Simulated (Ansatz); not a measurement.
Worked example: self-consistent single point of ScSi2Cu2 (P1, 5 atoms in the cell) in Ansatz (an electronic-structure program).

Method of the run: LDA (PW92), PAW files made with PBE (plane waves; Ansatz).

The change in words: atoms moved at random. Reference geometry:
```
Sc(CuSi)2
1.0
   -1.90284     1.90284     5.01380
    1.90284    -1.90284     5.01380
    1.90284     1.90284    -5.01380
Sc Si Cu
1 2 2
Direct
  0.00000   0.00000   0.00000
  0.61353   0.61353   0.00000
  0.38647   0.38647   0.00000
  0.25000   0.75000   0.50000
  0.75000   0.25000   0.50000
```

Reference input (self-consistent single point, DFT, LDA (PW92), plane waves, PAW files made with PBE): basis.ecutwfc = 30.9 Ry; kpoints.mp_grid.grid = 9 9 9; hamiltonian.xc = lda; hamiltonian.pseudopotentials = {kind: paw} (the program's default PAW files); scf.occupations.method = fermi_dirac; scf.occupations.width = 0.01 Ry. This run's input differs from it in these lines:

Ansatz 0.2 input:
```diff
@@ -7,7 +7,7 @@
   atoms:
-    - { symbol: Sc, position: [0.00000000, 0.00000000, 0.00000000] }
-    - { symbol: Si, position: [0.61353000, 0.61353000, 0.00000000] }
-    - { symbol: Si, position: [0.38647000, 0.38647000, 0.00000000] }
-    - { symbol: Cu, position: [0.25000000, 0.75000000, 0.50000000] }
-    - { symbol: Cu, position: [0.75000000, 0.25000000, 0.50000000] }
+    - { symbol: Sc, position: [-0.00518300, -0.00548300, -0.00019100] }
+    - { symbol: Si, position: [0.60545900, 0.60216900, -0.02669800] }
+    - { symbol: Si, position: [0.38978000, 0.38586100, 0.00721300] }
+    - { symbol: Cu, position: [0.24025800, 0.75015700, 0.48850600] }
+    - { symbol: Cu, position: [0.76968500, 0.26729700, 0.53117000] }
 basis:
```

Log, with long lists cut:

```
SCF iter   1: F=—  HF=-16434.388062 eV  |F-HF|=—  |Δ(HF+E_count)|=         —  Δρ=6.46e-1  dr2=2.89e2  ethr=3.10e-3  ⟨swp⟩=5.7  Hψ=49932  notcnv=0
all-band conjugate gradients solve this SCF's bands
preconditioner: auto → Kerker (q_TF=auto, 2.620 Å⁻¹)
SCF iter   2: F=—  HF=-16425.106714 eV  |F-HF|=—  |Δ(HF+E_count)|=    9.28e0  Δρ=2.60e-1  dr2=6.23e1  ethr=3.10e-3  ⟨swp⟩=3.1  Hψ=30760  notcnv=0
   [... lines left out ...]
SCF iter  10: F=—  HF=-16420.514395 eV  |F-HF|=—  |Δ(HF+E_count)|=   1.82e-4  Δρ=4.17e-4  dr2=2.15e-4  ethr=2.68e-6  ⟨swp⟩=1.0  Hψ=13556  notcnv=0
SCF iter  11: F=—  HF=-16420.514369 eV  |F-HF|=—  |Δ(HF+E_count)|=   2.64e-5  Δρ=2.10e-4  dr2=3.39e-5  ethr=3.77e-7  ⟨swp⟩=1.5  Hψ=13111  notcnv=0
SCF iter  12: F=—  HF=-16420.514361 eV  |F-HF|=—  |Δ(HF+E_count)|=   8.33e-6  Δρ=1.49e-5  dr2=1.97e-7  ethr=5.94e-8  ⟨swp⟩=2.1  Hψ=16772  notcnv=0
SCF iter  13: F=-16420.514361 eV  HF=-16420.514361 eV  |F-HF|=8.14e-9  |Δ(HF+E_count)|=   6.55e-9  Δρ=2.71e-6  dr2=1.02e-8  ethr=1.75e-10  ⟨swp⟩=5.4  Hψ=51886  notcnv=0
SCF 1 converged in 13 iterations: F = -16420.514361 eV  dr2 = 1.02e-8
Free energy (F): -16420.514361 eV
Internal energy: -16420.437355 eV  (E = F + TS)
E sigma→0 (E₀):  -16420.475858 eV
Entropy (-TS):   -0.077006 eV (-15.401 meV/atom)
Fermi energy:    12.607469 eV
--- Forces (eV/Å), atoms counted from 1 ---
  atom   1  Sc    -0.05641182    -0.03545104     0.19933229
  atom   2  Si     0.74165906     0.12610932    -0.55716820
  atom   3  Si    -0.12212449     0.19273404     0.55711410
  atom   4  Cu     0.14804962     0.13012875    -0.08795481
  atom   5  Cu    -0.71117647    -0.41352165    -0.11125695
--- Stress (GPa, compression-positive) ---
       -4.927037       0.085236      -1.482901
        0.085236      -4.645087       0.792759
       -1.482900       0.792759      -6.978544
  P = ⅓ Tr σ = -5.5169 GPa (-55.169 kbar)
  The stress holds the Pulay correction. Without it, at fixed plane waves, as pw.x and ABINIT print it: P = -5.5590 GPa
```

The run converged in 13 iterations. Against the reference run the free energy goes up by 15.1 meV/atom, the pressure goes from -6.25 to -5.52 GPa and the largest force goes from 0.200 to 0.936 eV/Å.

The starting cell comes from a database of computed structures (which also holds hypothetical and non-ambient phases and stackings), without a prior relaxation at this level. Its lattice was rescaled by a random factor within 2.5 % of one. For this run, on top of that: atoms moved at random. Spin polarisation is off. With a pressure of about -6 GPa the cell is away from its equilibrium volume at this level. Ansatz's pressure includes its estimate of the finite-basis (Pulay) stress.

Cost on one core of a shared machine: roughly 40 s.
